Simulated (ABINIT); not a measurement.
# Several settings converged on CdPt (P4mm, 2 atoms in the cell)

```xyz
2
Lattice="2.9765 0.0000 0.0000 0.0000 2.9765 0.0000 0.0000 0.0000 3.8345" Properties=species:S:1:pos:R:3 pbc="T T T"
Cd     0.0000     0.0000     0.0500
Pt     1.4883     1.4883     1.9173
```

Base method: PBEsol, PAW (JTH v2.0 PBE PAW, files made for PBE) (plane waves; ABINIT).

Base settings: pseudos = [Cd.GGA_PBE-JTH.xml, Pt.GGA_PBE-JTH.xml]; ecut = 21 Ha; pawecutdg = 42 Ha; pawxcdev = 0; ixc = -116133; occopt = 3; tsmear = 0.00367493 Ha; ngkpt = 4 4 3; nshiftk = 1; shiftk = 0 0 0.

The count of work is k-points × plane waves × bands × iterations; it is no time. Core times come from one kind of shared machine, to one figure; runs under 30 s give none.

**The cutoff for other potential files**

Level: DFT, PBEsol, plane waves, norm-conserving pseudopotentials (PseudoDojo nc-sr-04 PBEsol standard).

In this ladder: pseudos = [Cd.upf, Pt.upf]; pawecutdg = default; pawxcdev = default; nband = 25; potentials = PseudoDojo nc-sr-04 PBEsol standard.

The second cell is the first with its lattice scaled by 0.98.

The mesh stays at the base's, so the ladder's end is converged at best in this setting alone.

Only quantities that move along the ladder and can be compared are tabulated.

```csv
ecut,free energy less the last step's (meV/atom),energy of the compressed cell less the first (meV/atom),pressure (GPa),largest difference of a force vector from the last step's (eV/Å),count of work / last,core time / last (rough)
23 Ha,7975.63,67.10,-264.24,0.018,0.092,–
28 Ha,2432.79,6.96,-111.01,0.011,0.13,0.2
36 Ha,259.21,12.96,-21.18,0.000,0.19,–
43 Ha,22.61,12.96,-5.27,0.000,0.25,0.4
51 Ha,1.38,13.11,-2.96,0.000,0.35,0.3
61 Ha,0.89,13.11,-2.90,0.000,0.46,0.5
76 Ha,0.44,13.11,-2.91,0.000,0.65,0.6
102 Ha,0.00,13.11,-2.90,0.000,1.0,1
```

Coarsest ecut that holds the energy of the compressed cell less the first within 2 meV/atom of the last step, with all finer ones: 36 Ha, at 0.19 of the last step's count of work; the step before is off by 6.2 meV/atom.

Coarsest ecut that holds the pressure within 0.05 GPa of the last step, with all finer ones: 61 Ha; the step before is off by 0.07 GPa.

Coarsest ecut that holds the forces within 0.01 eV/Å of the last step, with all finer ones: 36 Ha, at 0.19 of the last step's count of work; the step before is off by 0.011 eV/Å.

The energy difference between the two cells stays within 1 meV/atom of the last step's from 36 Ha on, the total only from 61 Ha on: much of the error is common to both cells and cancels.

At the lowest cutoff the pressure lies 261 GPa under the last step's, the usual sign of Pulay stress in an incomplete plane-wave basis.

**The density cutoff**

The second cell is the first with its lattice scaled by 0.98.

The mesh stays at the base's, so the ladder's end is converged at best in this setting alone.

Only quantities that move along the ladder and can be compared are tabulated.

```csv
pawecutdg,energy of the compressed cell less the first (meV/atom)
21 Ha,13.93
26.25 Ha,13.49
31.5 Ha,13.52
42 Ha,13.72
52.5 Ha,13.61
84 Ha,13.63
```

Coarsest pawecutdg that holds the energy of the compressed cell less the first within 0.2 meV/atom of the last step, with all finer ones: 26.25 Ha; the step before is off by 0.30 meV/atom.

**The relaxed cell against the cutoff**

On CdPt (P4/mmm, 2 atoms in the cell): atoms on their sites.

In this ladder: ionmov = 2; ntime = 40; tolmxf = 5e-05 Ha/bohr; optcell = 2; dilatmx = 1.08; ecutsm = 0.5 Ha. Moved along: pawecutdg.

The mesh stays at the base's, so the ladder's end is converged at best in this setting alone.

Only quantities that move along the ladder and can be compared are tabulated.

```tsv
ecut	relaxed volume (Å³/atom)	relaxation steps	core time / last (rough)
10 Ha	16.705	20	1
13 Ha	16.672	9	0.4
15 Ha	16.659	9	0.4
18 Ha	16.653	9	0.5
21 Ha	16.647	9	0.4
25 Ha	16.649	9	0.5
32 Ha	16.646	9	0.7
42 Ha	16.646	9	1
```

Coarsest ecut that holds the relaxed volume within 0.017 Å³/atom of the last step, with all finer ones: 15 Ha, at about 0.4 of the last step's time; the step before is off by 0.027 Å³/atom.

At the lowest cutoff the cell relaxes to a volume 0.4 % larger than at the highest.

On the base run: the starting cell comes from a database of computed structures (which also holds hypothetical and non-ambient phases and stackings), without a prior relaxation at this level. Its lattice was rescaled by up to half a per cent. One atom was moved a little off its site on purpose. Spin polarisation is off. The potentials were made for another functional than the one used. Without a gap this mesh is coarse (it stands for a supercell whose shortest vector is 12 Å).
